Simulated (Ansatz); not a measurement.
We consider SiGe (model structure, from the NiAs type, P6₃/mmc, No. 194), described by HSE06 in Ansatz (PAW).

Input file:

Ansatz 0.2 input:
```yaml
crystal:
  lattice:
    - [3.5373776459, -0.0000002727, 0.0]
    - [-1.7686885868, 3.0634590405, 0.0]
    - [0.0, 0.0, 6.4716540508]
  atoms:
    - { symbol: Ge, position: [0.0, 0.0, 0.0] }
    - { symbol: Ge, position: [0.0, 0.0, 0.5] }
    - { symbol: Si, position: [0.3333333333, 0.6666666667, 0.25] }
    - { symbol: Si, position: [0.6666666667, 0.3333333333, 0.75] }
basis:
  ecutwfc: 460
  ecutrho_ratio: 4
  xc_grid: 2
kpoints:
  mp_grid: { grid: [9, 9, 4] }
hamiltonian:
  xc: hse06
  dispersion: none
  pseudopotentials: { kind: paw }
scf:
  occupations: { method: fermi_dirac, width: 0.05 }
  convergence: { dr2_threshold: 0.0000000004 }
output:
  forces: true
  stress: true
  eigenvalues: true
```

The run printed, among other lines:

```
WARN output.stress: scf.exx.energy_threshold = 1e-6 eV is looser than the 4e-8 eV advised for a stress under a hybrid functional (1e-8 eV for each atom of the …
Crystal: 4 atoms, lattice volume = 70.131 Å³
Basis set: ecut = 460 eV, 1559 PW (Γ), exchange–correlation on 50×50×96 points (8 copies of the dense FFT grid, shifted against one another)
Bands: 22, of which v1, the nominal top of the filled ones, is band 18 counted from 1 (17 counted from 0)
Symmetry: 24 space group operations
Space group: P63/mmc (ITA 194), of the structure as read, at distance tolerance 4.1e-5 Å
k-points: 36 of 324
SCF iter   1: F=—  HF=-9859.934840 eV  |F-HF|=—  |Δ(HF+E_count)|=         —  Δρ=2.79e-3  dr2=6.66e-3
SCF iter   2: F=—  HF=-9859.933815 eV  |F-HF|=—  |Δ(HF+E_count)|=   1.02e-3  Δρ=1.14e-3  dr2=6.22e-4
  ...
SCF 1 converged in 8 iterations: F = -9859.933984 eV  dr2 = 2.60e-10
Crystal: 4 atoms, lattice volume = 70.131 Å³
Initial density: handed on by an earlier stage of this run
Crystal: 4 atoms, lattice volume = 70.131 Å³
SCF iter   6: F=—  HF=-9862.201261 eV  |F-HF|=—  |Δ(HF+E_count)|=   2.88e-9  Δρ=8.01e-7  dr2=6.34e-10
SCF iter   7: F=-9862.201261 eV  HF=-9862.201261 eV  |F-HF|=1.16e-10  |Δ(HF+E_count)|=  5.78e-10  Δρ=2.21e-7  dr2=2.43e-10
SCF 3 converged in 7 iterations: F = -9862.201261 eV  dr2 = 2.43e-10
Free energy (F): -9862.201261 eV
Internal energy: -9862.192142 eV  (E = F + TS)
E sigma→0 (E₀):  -9862.196701 eV
Fermi energy:    9.854567 eV
--- Forces (eV/Å), atoms counted from 1 ---
  atom   1  Ge     0.00000000    -0.00000000    -0.00000000
  atom   2  Ge    -0.00000000     0.00000000     0.00000000
  atom   3  Si     0.00000000    -0.00000000    -0.00000000
  atom   4  Si    -0.00000000     0.00000000     0.00000000
--- Stress (GPa, compression-positive) ---
        0.386304      -0.000000      -0.000000
       -0.000000       0.386304       0.000000
       -0.000000       0.000000       0.868367
  P = ⅓ Tr σ = 0.5470 GPa (5.470 kbar)
```

The PAW data were made under PBE.

Note: PBE has no gap here, and a hybrid on a coarse mesh can open a false one. Note: the cell keeps the symmetry of its start, so it can be a saddle point. Note: cell and atoms aren't relaxed at this level (pressure 0.5 GPa).

It cost around 4 core-minutes (rough) of CPU time.

A model structure was made by putting elements into a prototype or built by hand; it is no filed structure, need not be a known phase, and can be a saddle point held by its symmetry.

Ansatz is a program for electronic structure.
